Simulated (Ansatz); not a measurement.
## Hypothetical anti-perovskite Mn3SiN: pressure series

The reference is Mn₃SiN in the anti-perovskite structure (space group Pm-3m, No. 221; ferromagnetic; a hypothetical phase, not in the database extracts checked).

```
Mn3SiN
1.0
    3.71912     0.00000     0.00000
    0.00000     3.71912     0.00000
    0.00000     0.00000     3.71912
Mn Si N
3 1 1
Direct
  0.00000   0.50000   0.50000
  0.50000   0.00000   0.50000
  0.50000   0.50000   0.00000
  0.00000   0.00000   0.00000
  0.50000   0.50000   0.50000
```

Cell and atoms are relaxed at each pressure.

All numbers come from PBE in Ansatz (plane waves to 420 eV, PAW, scalar-relativistic without spin-orbit coupling).

```csv
P (GPa),V (Å³/atom)
-1.99,10.371
-0.99,10.329
0.30,10.276
0.70,10.260
1.50,10.229
3.00,10.171
5.00,10.096
7.50,10.007
10.00,9.922
```

Task: Fit a third-order Birch–Murnaghan equation of state.

Result: Least squares on P(V) = (3B₀/2)[(V₀/V)^(7/3) − (V₀/V)^(5/3)]·[1 + (3/4)(B₀′ − 4)((V₀/V)^(2/3) − 1)] gives V₀ = 10.29 Å³/atom, B₀ = 253 GPa and B₀′ = 4.8.

Other magnetic orders, which the real material may have, were not ruled out. Load acts through the strain it causes; cell and atoms are relaxed under it. No phonon test of stability was made. Competing high-pressure phases were not computed.

Ansatz is a program for electronic structure.
